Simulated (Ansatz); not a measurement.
Subject: the energy of the reaction as written. Reaction: cell B + 2 HF (gas) → cell A. A negative value means that the right-hand side lies lower.

Cell A: a slab of SiO2 (quartz, P3₂21) cut along (0001), 84 atoms, hexagonal cell of 9.84 Å (83.8 Å²), symmetry P1 within 0.02 Å, 10.9 Å thick under 17 Å of vacuum, in-plane vectors held at the crystal's; planes from bottom to top: H8O8 | Si4O4 | O4 | Si4 | O8 | Si4O4 | Si4H6O12 | H3 | H5F6, its two faces unlike (dipole correction applied); added, foreign or displaced atoms, above the top plane and within the planes: OH bound through O to 1 Si at 1.65 Å; O bound to 2 Si at 1.64 Å; O bound to 2 Si at 1.63 Å; OH bound through O to 1 Si at 1.63 Å; O bound to 2 Si at 1.62 Å; seven times H bound to 1 O at 0.99 Å and others; spin state with PBE: run without spin, k-point mesh 3×3×1.
```
CELL_PARAMETERS angstrom
      9.83509     0.00000     0.00000
     -4.91754     8.51744     0.00000
      0.00000     0.00000    27.50588
ATOMIC_POSITIONS crystal
  Si 0.98752 0.22318 0.36918
  Si 0.22614 0.98281 0.43761
  Si 0.02617 0.23770 0.56570
  Si 0.29775 0.26788 0.50178
  Si 0.98213 0.73227 0.37030
  Si 0.23698 0.48026 0.43512
  Si 0.01615 0.72562 0.56728
  Si 0.28520 0.75828 0.50092
  Si 0.48159 0.22456 0.36964
  Si 0.73223 0.97617 0.43554
  Si 0.53546 0.23532 0.56745
  Si 0.79042 0.25567 0.49794
  Si 0.48515 0.72698 0.36736
  Si 0.73238 0.47954 0.43588
  Si 0.51627 0.73867 0.56854
  Si 0.77351 0.74878 0.50219
  O  0.09497 0.16921 0.33852
  O  0.84261 0.05563 0.38809
  O  0.92560 0.31967 0.33587
  O  0.07396 0.33038 0.41708
  O  0.05859 0.84160 0.41828
  O  0.20009 0.10488 0.47112
  O  0.32594 0.06710 0.38871
  O  0.31386 0.90987 0.46928
  O  0.95315 0.26751 0.51629
  O  0.93754 0.05377 0.58478
  O  0.20238 0.27300 0.55001
  O  0.03411 0.34815 0.61033
  O  0.45954 0.28507 0.52271
  O  0.33382 0.41773 0.46772
  O  0.10528 0.68859 0.34325
  O  0.83309 0.56616 0.38722
  O  0.91778 0.81942 0.33353
  O  0.20458 0.60043 0.46721
  O  0.33175 0.56516 0.38555
  O  0.93670 0.76391 0.52153
  O  0.91922 0.55396 0.59298
  O  0.04802 0.86297 0.60826
  O  0.17552 0.73385 0.54810
  O  0.45434 0.79126 0.52091
  O  0.42190 0.31998 0.33463
  O  0.57016 0.33050 0.41709
  O  0.59243 0.16970 0.34066
  O  0.69992 0.10553 0.46177
  O  0.56923 0.83031 0.41586
  O  0.81122 0.90877 0.47365
  O  0.68662 0.23033 0.54631
  O  0.40823 0.06656 0.59023
  O  0.60799 0.37746 0.60830
  O  0.82519 0.41629 0.46993
  O  0.59032 0.66679 0.33831
  O  0.43204 0.82894 0.33276
  O  0.69327 0.59867 0.46551
  O  0.66237 0.71825 0.54938
  O  0.56948 0.88184 0.60837
  O  0.38594 0.58048 0.59566
  H  0.20975 0.23547 0.33478
  H  0.81076 0.27445 0.33432
  H  0.87605 0.03766 0.61465
  H  0.00099 0.42643 0.60500
  H  0.05901 0.57545 0.33741
  H  0.97841 0.93500 0.33275
  H  0.80698 0.50510 0.60233
  H  0.01934 0.94320 0.59758
  H  0.48436 0.43545 0.33398
  H  0.54294 0.05525 0.33533
  H  0.45200 0.00100 0.60078
  H  0.53664 0.37731 0.63305
  H  0.70509 0.73265 0.33419
  H  0.31780 0.78973 0.33307
  H  0.57729 0.85228 0.64165
  H  0.33446 0.47816 0.57980
  F  0.86012 0.03213 0.67971
  H  0.95977 0.11323 0.69218
  F  0.12264 0.23706 0.71510
  H  0.22147 0.29731 0.69862
  F  0.39880 0.39501 0.67769
  H  0.45713 0.51026 0.68234
  F  0.56733 0.67833 0.69016
  H  0.66651 0.69435 0.70677
  F  0.79209 0.69916 0.72931
  H  0.90071 0.76275 0.71396
  F  0.04639 0.84165 0.69484
  H  0.04851 0.85040 0.65692
```

Cell B: a slab of SiO2 (quartz, P3₂21) cut along (0001), 80 atoms, hexagonal cell of 9.84 Å (83.8 Å²), symmetry P1 within 0.02 Å, 11.0 Å thick under 16 Å of vacuum, in-plane vectors held at the crystal's; planes from bottom to top: H8O8 | Si4O4 × 2 | O8 | Si4O4 × 2 | H6O8 | H3 | H2F3 | HF, its two faces unlike (dipole correction applied); added, foreign or displaced atoms, above the top plane and within the planes: two times OH bound through O to 1 Si at 1.65 Å; O bound to 2 Si at 1.62–1.64 Å; two times O bound to 2 Si at 1.63 Å; OH bound through O to 1 Si at 1.66 Å; two times OH bound through O to 1 Si at 1.63 Å; O bound to 2 Si at 1.62–1.63 Å and others; spin state with PBE: run without spin, k-point mesh 3×3×1.
```xyz
80
Lattice="9.8351 0.0000 0.0000 -4.9175 8.5174 0.0000 0.0000 0.0000 27.5059" Properties=species:S:1:pos:R:3 pbc="T T T"
Si    -1.4487     1.8726    10.0920
Si     2.1927    -0.2260    12.0340
Si    -1.0526     2.0971    15.5860
Si     1.4027     2.2077    13.7413
Si    -3.9146     6.2123    10.0958
Si    -0.2543     4.0348    11.9399
Si    -3.6310     6.4712    15.6025
Si    -1.1758     6.2890    13.8211
Si     3.4946     1.8663    10.1714
Si     7.0523    -0.1734    11.9471
Si     3.8893     2.0867    15.5430
Si     6.3552     2.2273    13.7145
Si     0.9965     6.1786    10.1283
Si     4.7211     4.0935    11.9180
Si     1.3667     6.3906    15.6377
Si     3.7958     6.4611    13.6945
O     -0.1195     1.3134     9.3156
O      7.6207     0.5187    10.5887
O      7.4061     2.7621     9.1207
O     -1.0968     2.7499    11.4213
O     -3.6564     7.1084    11.4302
O      1.2805     0.8611    12.8298
O      2.8990     0.4665    10.7397
O     -1.6198     7.6537    13.0425
O      7.8806     2.3155    14.2406
O      8.5304     0.5935    16.2300
O      0.5093     2.1169    15.0908
O     -1.4380     3.2836    16.6113
O      2.9440     2.3473    14.2540
O      0.9927     3.5127    12.8572
O     -2.5167     5.8616     9.2934
O      5.2972     4.7842    10.5622
O      4.8163     6.9730     9.1491
O     -1.2160     5.0276    12.7950
O      0.2712     4.7945    10.6002
O      5.2937     6.6845    14.2789
O      5.5473     5.3058    16.5906
O     -3.6137     7.8041    16.5379
O     -2.1616     6.0239    15.0940
O      0.3180     6.4681    14.3955
O      2.3303     2.5955     9.2575
O      3.8266     2.8346    11.4313
O      4.8404     1.4948     9.3023
O      6.1575     0.8889    12.7996
O      1.2280     7.0858    11.4724
O      3.3557     7.7868    12.8701
O      5.4297     2.1557    15.0526
O      3.6643     0.6494    16.3004
O      3.5844     3.3490    16.5771
O      5.9375     3.5515    12.8597
O      2.3695     5.6540     9.4171
O      0.0327     7.0310     9.1051
O      3.7913     5.1437    12.7381
O      2.8512     6.2032    14.9852
O      1.1995     7.8160    16.4419
O      1.1076     5.1380    16.6422
H      0.7048     1.8544     9.2317
H      6.4801     2.4269     9.0749
H      9.3675     0.1356    16.4711
H     -0.8988     3.3445    17.4282
H     -2.3947     4.8974     9.1468
H      4.8377     7.9615     9.1438
H      4.8294     4.6816    16.3213
H     -2.7823     8.3443    16.5298
H      2.3530     3.5775     9.2300
H      4.9580     0.5272     9.1521
H      4.5101     0.1333    16.4181
H      3.7151     3.1717    17.5366
H      3.1526     6.2299     9.2463
H     -0.9036     6.7162     9.0838
H      2.0363     8.3428    16.5199
H      1.7595     4.4161    16.5746
F      0.2144     2.8510    18.7626
H      0.7897     3.4239    19.2830
F      1.8594     4.2194    20.1069
H      2.7484     3.9347    19.8533
F      4.0820     3.4097    19.2644
H      4.8756     4.0633    19.2010
F      5.8705     4.9064    18.9362
H      5.7986     5.1220    17.9207
```

Reference: an isolated HF molecule (singlet) in a box of 11 × 11 × 13 Å.

Plane-wave PAW calculations with Ansatz (an electronic-structure program), its default PAW set, cutoff 420 eV, 500 eV for r2SCAN. The structures are at rest with PBE+D3(BJ), within the held lattices; other levels are single points on them. HSE06 runs on coarser k-point meshes, mended by the PBE difference between the two meshes. Neutral cells; Fermi-Dirac smearing of at most 0.05 eV in the solids, energies taken to zero width. The lattices are those relaxed with PBE+D3(BJ), so at other levels the solids can be strained, which adds to the spread. Larger cells are relaxed on a coarser mesh till forces fall under 0.03 eV/Å, which some starts already meet. A dispersion term (D3(BJ), or D4 for r2SCAN) was computed beside these levels and is taken off wherever the name lacks it. No zero-point or thermal terms. Cells are local rest points, mostly with their start's symmetry. Values are for these cell sizes.

Problem. What value does PBE+D3(BJ) give?

Solution. -0.95 eV, for cell B + 2 HF (gas) → cell A.

Problem. List the value at the remaining levels and say how far they part.

Solution. 
```
Functional  value (eV)  less PBE+D3(BJ)
----------  ----------  ---------------
PBE              -0.78             0.17
r2SCAN           -0.91             0.04
r2SCAN+D4        -0.99            -0.04
HSE06            -0.73             0.22
```

The levels shown span 0.26 eV, from r2SCAN+D4 (-0.99) to HSE06 (-0.73).
